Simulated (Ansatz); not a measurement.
The reference is PbTe in the rock salt structure (space group Fm-3m, No. 225; a = 6.5694 Å).

(Cell as relaxed with PBE.)

Levels (all Ansatz, an electronic-structure program, PAW, earlier PAW set): PBE (420 eV, no spin-orbit coupling); r2SCAN (500 eV, no SOC).

Each level relaxes its own structure.

```csv
base,PBE,r2SCAN
volume per atom,35.44 Å³,34.89 Å³
lattice parameter a,6.569 Å,6.535 Å
band gap,0.83 eV,1.10 eV
```

Modification: Se takes the place of Te on all its sites, then cell and atoms are relaxed.

```json
[
 {"quantity": "lattice parameter a", "PBE": "6.217 Å", "r2SCAN": "?"},
 {"quantity": "band gap", "PBE": "0.44 eV", "r2SCAN": "?"},
 {"quantity": "hole mass", "PBE": "0.19 mₑ along k, 0.12 mₑ across (at L)", "r2SCAN": "?"}
]
```

**Question.** What does r2SCAN give?

**Answer.** 
- lattice parameter a, r2SCAN: 6.178 Å
- band gap, r2SCAN: 0.67 eV
- hole mass, r2SCAN: 0.25 mₑ along k, 0.11 mₑ across (at L)

PBE's lattice parameter a lies 0.0396 Å above r2SCAN's (0.6 %); PBE's band gap lies 0.23 eV below r2SCAN's. Neither level is exact; r2SCAN is the comparison here, not a measurement.

With Pb and Te present, leaving out spin-orbit coupling can change the band edges. Masses are band curvatures over ±0.01 Å⁻¹ around the edge. Along k means along the line from Γ to the band edge. Whether these cells are dynamically stable was not tested.
